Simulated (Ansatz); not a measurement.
A zone-centre phonon calculation of K2TlCuF6 (Fm-3m, 10 atoms in the cell) with Ansatz (a program for electronic structure).

Method of the run: LDA (PW92), default PAW files made with PBE (plane waves; Ansatz).

```
CELL_PARAMETERS angstrom
      0.00000     4.37481     4.37481
      4.37481     0.00000     4.37481
      4.37481     4.37481     0.00000
ATOMIC_POSITIONS crystal
  K  0.25000 0.25000 0.25000
  K  0.75000 0.75000 0.75000
  Tl 0.00000 0.00000 0.00000
  Cu 0.50000 0.50000 0.50000
  F  0.26499 0.26499 0.73501
  F  0.73501 0.73501 0.26499
  F  0.73501 0.26499 0.26499
  F  0.26499 0.73501 0.73501
  F  0.26499 0.73501 0.26499
  F  0.73501 0.26499 0.73501
```

Reference input (self-consistent single point, DFT, PBEsol, plane waves, default PAW files made with PBE): basis.ecutwfc = 30.9 Ry; kpoints.mp_grid.grid = 7 7 7; hamiltonian.xc = pbesol; hamiltonian.pseudopotentials = {kind: paw} (the program's default PAW files); scf.occupations.method = fermi_dirac; scf.occupations.width = 0.0073 Ry. This run's input differs from it in these lines:

Ansatz 0.2 input:
```diff
@@ -19,5 +19,5 @@
 kpoints:
-  mp_grid: { grid: [7, 7, 7] }
+  mp_grid: { grid: [4, 4, 4] }
 hamiltonian:
-  xc: pbesol
+  xc: lda
   pseudopotentials: { kind: paw }
@@ -25,6 +25,4 @@
   occupations: { method: fermi_dirac, width: 0.0073 Ry }
-output:
-  forces: true
-  eigenvalues: true
-  stress: true
+phonons:
+  method: dfpt
```

Output, abridged:

```
SCF iter   1: F=—  HF=-25461.482089 eV  |F-HF|=—  |Δ(HF+E_count)|=         —  Δρ=1.92e-2  dr2=4.57e-1  ethr=1.77e-3  ⟨swp⟩=6.3  Hψ=5223  notcnv=0  defer=67
all-band conjugate gradients solve this SCF's bands
preconditioner: auto → LDOS
SCF iter   2: F=—  HF=-25461.635718 eV  |F-HF|=—  |Δ(HF+E_count)|=   1.54e-1  Δρ=3.61e-2  dr2=1.38e0  ethr=4.96e-4  ⟨swp⟩=2.0  Hψ=2802  notcnv=0  defer=102  recentre
   [... lines left out ...]
SCF iter   9: F=—  HF=-25461.352539 eV  |F-HF|=—  |Δ(HF+E_count)|=   1.43e-4  Δρ=1.24e-6  dr2=1.16e-9  ethr=3.80e-10  ⟨swp⟩=1.2  Hψ=1296  notcnv=0  defer=92
SCF iter  10: F=—  HF=-25461.352539 eV  |F-HF|=—  |Δ(HF+E_count)|=  4.51e-10  Δρ=4.39e-7  dr2=2.27e-10  ethr=1.26e-12  ⟨swp⟩=2.0  Hψ=2363  notcnv=0  defer=92
SCF iter  11: F=—  HF=-25461.352539 eV  |F-HF|=—  |Δ(HF+E_count)|=  6.55e-11  Δρ=1.11e-7  dr2=1.61e-11  ethr=1.00e-12  ⟨swp⟩=1.0  Hψ=1248  notcnv=0  defer=92
SCF iter  12: F=-25461.352539 eV  HF=-25461.352539 eV  |F-HF|=3.64e-12  |Δ(HF+E_count)|=  3.64e-12  Δρ=3.57e-8  dr2=2.30e-12  ethr=1.00e-12  ⟨swp⟩=12.0  Hψ=6412  notcnv=0
SCF 1 converged in 12 iterations: F = -25461.352539 eV  dr2 = 2.30e-12
DFPT response loops at Γ: preconditioner auto → Kerker (q_TF=auto, 2.469 Å⁻¹) (partly filled bands, converged f_vac=0.103) …
Free energy (F): -25461.352539 eV
Internal energy: -25461.265175 eV  (E = F + TS)
E sigma→0 (E₀):  -25461.308857 eV
Entropy (-TS):   -0.087364 eV (-8.736 meV/atom)
Fermi energy:    4.427747 eV
--- Phonons (Γ-DFPT): 5 representative perturbations + reference, on 24 of 64 k-points (Σ response iterations 19) ---
  k mesh reduced under 2 symmetry operations, with k and −k counted as one. Each operation leaves every solved displacement unchanged or reverses it
   [... lines left out ...]
  Γ frequencies (cm⁻¹): -47.91 -47.91 -47.91 -40.00 -40.00 -40.00 -36.21 -36.21 -36.21 0.00 0.00 0.00 105.99 105.99 105.99 127.61 127.61 127.61 184.23 184.23 186.83 186.83 186.83 203.59 203.59 203.59 250.89 299.43 299.43 299.43
  non-analytic LO–TO correction: not included (Born effective charges unavailable; polar crystals: no LO–TO splitting at Γ)
```

The run converged in 12 iterations. 

Summary of the result:
| Quantity | Value |
|---|---|
| Free energy E − TS (on the zero of these files) | -25461.3525 eV |
| Fermi level (on the code's own zero) | 4.43 eV |
| Zone-centre frequencies (cm⁻¹; negative means imaginary) | -48, -48, -48, -40, -40, -40, -36, -36, -36, 0, 0, 0, 106, 106, 106, 128, 128, 128, 184, 184, 187, 187, 187, 204, 204, 204, 251, 299, 299, 299 |

The starting cell comes from a database of computed structures (which also holds hypothetical and non-ambient phases and stackings), without a prior relaxation at this level. Spin-orbit coupling is off. Spin polarisation is off, so a magnetic state, if there is one, cannot be reached.

Cost on one core of a shared machine: roughly 3 min.
